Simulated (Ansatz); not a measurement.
Band structure of Zr3S2 (R32, 5 atoms in the cell).

```
Zr3S2
1.0
    2.90254     1.67578     3.48777
   -2.90254     1.67578     3.48777
    0.00000    -3.35156     3.48777
Zr S
3 2
Direct
  0.16128   0.83872   0.50000
  0.50000   0.16128   0.83872
  0.83872   0.50000   0.16128
  0.33497   0.33497   0.33497
  0.66503   0.66503   0.66503
```

Computed with LDA (PW92), PAW files made with PBE (plane waves; Ansatz, a first-principles code).

Settings: kpoints.mp_grid.grid = 7 7 7; hamiltonian.xc = lda; hamiltonian.pseudopotentials = {kind: paw} (the program's default PAW files); scf.occupations.method = fermi_dirac; scf.occupations.width = 0.1 eV; kpoints.band_path.path = [[0.0, 0.0, 0.0], [0.5, 0.0, 0.0], [0.5, 0.32056982, -0.32056982]]; kpoints.band_path.npoints = 8.

The starting cell comes from a database of computed structures (which also holds hypothetical and non-ambient phases and stackings), without a prior relaxation at this level.

Levels in eV from the Fermi level, bands 21 to 28:
```
point     21     22     23     24     25    26    27    28
-----  -----  -----  -----  -----  -----  ----  ----  ----
Γ      -2.58  -1.82   0.11   0.11   0.68  0.68  2.01  2.71
L      -1.17  -1.10  -0.84  -0.66  -0.11  0.99  1.74  1.77
B1     -1.25  -1.08  -0.60  -0.51   0.41  0.83  0.89  1.46
```

Bands cross the Fermi level along this path, so the cell is metallic at this level.

Keys are those of Ansatz 0.2.
